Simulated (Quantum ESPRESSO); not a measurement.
Troubleshooting Quantum ESPRESSO: a failed run on ZnS2 (Pa-3, 12 atoms in the cell). The aim is a self-consistent single point with DFT, PBEsol, plane waves, PSlibrary ultrasoft (PBE) pseudopotentials.

Cell that was meant: a = 5.9454 Å, b = 5.9454 Å, c = 5.9454 Å, α = 90.00°, β = 90.00°, γ = 90.00°.

Part of the input:

```fortran
    ecutrho = 300
    occupations = 'smearing'
    smearing = 'fd'
    deguass = 0.0036749
    input_dft = 'pbesol'
/
&ELECTRONS
```

Output, abridged:

```
     This program is part of the open-source Quantum ESPRESSO suite
     for quantum simulation of materials; please cite

 %%%%%%%%%%%%%%%%%%%%%%%%%%%%%%%%%%%%%%%%%%%%%%%%%%%%%%%%%%%%%%%%%%%%%%%%%%%%%%
     Error in routine  read_namelists (1):
      bad line in namelist &system: "    deguass = 0.0036749" (error could be in the previous line)
 %%%%%%%%%%%%%%%%%%%%%%%%%%%%%%%%%%%%%%%%%%%%%%%%%%%%%%%%%%%%%%%%%%%%%%%%%%%%%%

     stopping ...
```

Problem. From the messages shown, name the fault and mend the input.

Solution. The fault is a keyword that the program does not know. The program does not know a key of this name. To fix it, use the program's own name for the key. The program stopped before any SCF iteration.

The sound input it was made from differs as follows (other fixes are possible):
```diff
-    deguass = 0.0036749
+    degauss = 0.0036749
```

With that input, the run converged in 9 iterations: free energy E − TS -10325.2581 eV; top of the valence band (on the code's own zero) 8.17 eV; gap on the k-point mesh 1.63 eV; pressure -2.13 GPa; largest force (vector length) 0.343 eV/Å (DFT, PBEsol, plane waves, PSlibrary ultrasoft (PBE) pseudopotentials).

On the sound input: the starting cell comes from a database of computed structures (which also holds hypothetical and non-ambient phases and stackings), without a prior relaxation at this level.
